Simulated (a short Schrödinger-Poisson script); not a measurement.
Stack: MOS inversion layer, Al2O3 on p-type Si(100), at 400 K.

From the gate side: 5.6 nm Al2O3; 1000 nm Si, acceptors 1.7e17 cm⁻³.

Constants are typed, rounded textbook-type inputs, not results; the design itself was drawn at random and stands for no fabricated device. Al2O3: permittivity 9, conduction-band edge (eV) 2.7, gap (eV) 6.8, electron mass (mₑ) 0.3. Si: permittivity 11.7, conduction-band edge (eV) 0, gap (eV) 1.124, Nv at 300 K (cm⁻³) 3.1e19.

Channel valleys (confinement mass, in-plane density-of-states mass, number): Δ2 0.916, 0.19, 2; Δ4 0.19, 0.417, 4. At the gate the conduction-band edge of layer 1 lies 3.27 eV − eVg above the Fermi level of the channel; the field vanishes at the back. Gaps are held at their typed values at every temperature. Mesh 0.03 nm at interfaces.

From a short Schrödinger-Poisson script (our own, NumPy): 1D Poisson equation in equilibrium, electrons quantum, Hartree (BenDaniel-Duke, 12 states a valley, the channel's in-plane mass for all, wave functions ending at the dielectric), parabolic valleys, classical holes, full ionisation, no traps, pinning or gate leakage.

```csv
Vg (V),electrons (cm⁻²),C (μF/cm²),Δ2 E0 (meV from the Fermi level),Δ4 E0 (meV from the Fermi level)
0.5,7.68e9,0.157,266.3,304.9
0.6,7.48e10,0.334,185.8,226.6
0.7,3.50e11,0.677,129.8,174.1
0.8,8.22e11,0.878,96.8,145.7
0.9,1.39e12,0.980,75.1,128.7
1,2.02e12,1.04,58.9,117.1
1.1,2.68e12,1.08,46.0,108.6
1.2,3.36e12,1.11,35.2,102.0
1.3,4.06e12,1.13,25.9,96.7
1.4,4.77e12,1.15,17.5,92.1
1.5,5.49e12,1.16,10.0,88.3
1.6,6.22e12,1.17,3.1,84.9
1.7,6.95e12,1.18,-3.4,81.9
1.8,7.69e12,1.19,-9.4,79.1
1.9,8.44e12,1.20,-15.2,76.6
2,9.19e12,1.21,-20.6,74.3
2.1,9.94e12,1.21,-25.8,72.2
2.2,1.07e13,1.22,-30.9,70.1
```

Gate voltages with under 1e9 electrons/cm² are left out.

Question: At Vg = 2.2 V the lowest Δ2 subband lies at -30.9 meV from the Fermi level. How many electrons does it hold, and what share of all?

Answer: The two-dimensional density of states is g m/(πħ²) = 1.59e11 cm⁻² meV⁻¹ (both spins), kT = 34.5 meV, so n = D kT ln(1 + exp(−E/kT)) = 6.78e12 cm⁻², 0.63 of the 1.07e13 cm⁻² in all.

Question: Compare the slope of the sheet density between 2 and 2.2 V with the geometric capacitance of the layers between gate and channel.

Answer: q Δn/ΔV = 1.21 μF/cm²; ε0/Σ(t/ε) = 1.42 μF/cm². The ratio is 0.85: the channel acts as a further capacitance in series.
